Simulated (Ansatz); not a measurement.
Consider the following.

```
CELL_PARAMETERS angstrom
      2.92839     0.00000     0.00000
      0.00000     2.92839     0.00000
      1.46419    -1.46419     2.12220
ATOMIC_POSITIONS crystal
  Mg 0.00000 0.00000 0.00000
  O  0.50000 0.50000 0.00000
```

No spin polarisation.

Computed with plane-wave PAW DFT at the r2SCAN level (Ansatz, a quantum-chemistry and plane-wave program, 500 eV), no spin-orbit coupling. Settings: 13×13×13 k-points, 0.05 eV Fermi–Dirac smearing.

Q: Predict the gap character and pressure.

A: The gap character is direct at Γ and the pressure (mean of the normal stresses, compression positive) comes out as 3.83 GPa.

The cells carry an imposed strain or load. Stability against distortions was not tested. The cell was made from MgO in the rock salt structure (space group Fm-3m, No. 225) by this change: biaxial strain −1.50 %, plane normal [001], relaxed out of plane.
